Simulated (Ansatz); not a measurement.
CsCl-type MnPd was calculated with PBEsol (Ansatz, a quantum-chemistry and plane-wave program, PAW).

Settings: plane-wave cutoff 520 eV, 18×18×18 k mesh, Fermi–Dirac smearing 0.05 eV, spin-polarised with parallel moments, scalar-relativistic PAW data made under PBE.

Cell (relaxed at this level):

```xyz
2
Lattice="3.0694 0.0000 0.0000 0.0000 3.0694 0.0000 0.0000 0.0000 3.0694" Properties=species:S:1:pos:R:3 pbc="T T T"
Pd     1.5347     1.5347     1.5347
Mn     0.0000     0.0000     0.0000
```
Starting moments (μB, in the order of the record's atoms Pd Mn): 0.0 4.0.

Predict the bulk modulus.


- bulk modulus = 156 GPa

The run finds no gap.

Note: the magnetic order was assumed, not searched for or taken from measurement; the bulk modulus is −V dP/dV from two relaxed cells at ±2 % in volume; the relaxation could not lower the start's symmetry, so the cell can be a saddle point above a distorted one; the volume lies 7 % below that of the published cell.

Computed values are for the static lattice.

Cost on a shared machine: around 80 core-seconds (rough).
